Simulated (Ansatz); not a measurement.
Bond-angle distributions (per cent of the angles at each element, bins of 10°) of a relaxed model of amorphous Hf₃₆O₇₂H₄ at 8.34 g/cm³. These are PBE, scalar-relativistic without spin-orbit coupling (plane waves to 420 eV, PAW; Ansatz, a quantum-chemistry and plane-wave program) values and carry that method's errors. The usual formal charges leave 4 electrons over, so the level spacing at the Fermi energy parts defect or band states and needn't be the band gap.

The cell was made by melting and quenching with the CHGNet potential and then relaxed with DFT. O atoms were pushed apart under 1.9 Å during the dynamics, to hinder bonds among them. The hot cell started wider than the set density and was brought back towards it in steps. It is the lowest in DFT energy of 8 quenches. It is a model cell: composition and starting density were chosen by hand, and all elements were melted together. No dispersion term was used. Its density started from a set value of 8.15 and ended at 8.34 g/cm³. The simulated quench (nominally 810 K/ps over its main leg) is rapid and tends to freeze in more defects than a deposited or slowly cooled glass has. Values belong to this one cell and scatter from quench to quench. Volume and shape were free in the relaxation.

Bonds are counted up to Hf-Hf 3.34 Å, Hf-O 2.60 Å, Hf-H 2.27 Å, O-O 1.58 Å, O-H 1.16 Å, H-H 0.90 Å. Two cations that share two anions don't count as bonded, nor two that share one unless they lie closer than Hf-Hf 3.25 Å.

```csv
angle (°),at Hf,at O
50-60,0,0
60-70,5,0
70-80,21,0
80-90,15,2
90-100,14,17
100-110,9,32
110-120,7,12
120-130,5,13
130-140,7,14
140-150,7,8
150-160,5,3
160-170,3,0
170-180,0,0
```

They go with these counts of neighbours within the cut-offs, cation contacts included: Hf mean 5.9, most often 6; O mean 3.0, most often 3.
